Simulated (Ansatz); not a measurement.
BN (model structure, started from the MgO type, Pm-3n, No. 223, 12 atoms in the cell), treated with LDA in Ansatz (PAW).

Settings: plane-wave cutoff 520 eV, 8×8×8 k mesh, Fermi–Dirac smearing 0.01 eV, scalar-relativistic PAW data made under PBE.

Cell (relaxed at this level):

```xyz
12
Lattice="4.3880 0.0000 0.0000 0.0000 4.3880 0.0000 0.0000 0.0000 4.3880" Properties=species:S:1:pos:R:3 pbc="T T T"
B      1.0970     0.0000     2.1940
B      3.2910     0.0000     2.1940
B      2.1940     3.2910     0.0000
B      2.1940     1.0970     0.0000
B      0.0000     2.1940     3.2910
B      0.0000     2.1940     1.0970
N      1.0970     2.1940     0.0000
N      3.2910     2.1940     0.0000
N      0.0000     3.2910     2.1940
N      0.0000     1.0970     2.1940
N      2.1940     0.0000     3.2910
N      2.1940     0.0000     1.0970
```

**Question.** Estimate the band gap and direct gap at Γ that the calculation returns.

**Answer.** 
- band gap: 4.32 eV (on the SCF k mesh)
- direct gap at Γ: 5.91 eV

Note: the relaxation could raise the start's symmetry but not lower it, so the cell can be a saddle point.

Computed values are for the static lattice.

It cost around 50 core-seconds (rough) of CPU time.

A model structure was made by putting elements into a prototype or built by hand; it is no filed structure, need not be a known phase, and can be a saddle point held by its symmetry.

Ansatz is an electronic-structure program.
